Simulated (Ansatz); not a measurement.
## A computed series for BN: response to strain

Consider BN in the wurtzite structure (space group P6_3mc, No. 186; a = 2.555 Å, c = 4.225 Å). Axes: x lies along a and z along c of the hexagonal cell.

Strains are applied to the cell and any free atomic positions relax; under biaxial strain the out-of-plane vector relaxes too.

The values are results of PBE in Ansatz (plane waves to 420 eV, PAW, without spin-orbit coupling), not measurements.

Candidates:
(a) isotropic strain −3.98 %
(b) biaxial strain +2.49 %, plane normal [001], relaxed out of plane
(c) uniaxial strain ε_zz = −4.29 %
(d) biaxial strain +0.83 %, plane normal [001], relaxed out of plane

Base values:

- Smallest direct gap: 8.23 eV

### Question
Order them by smallest direct gap, lowest first.

### Answer
(b) biaxial strain +2.49 %, plane normal [001], relaxed out of plane (7.82 eV), (d) biaxial strain +0.83 %, plane normal [001], relaxed out of plane (8.11 eV), (c) uniaxial strain ε_zz = −4.29 % (8.15 eV), (a) isotropic strain −3.98 % (8.79 eV)

Whether these cells are dynamically stable was not tested.

Ansatz is a quantum-chemistry and plane-wave program.
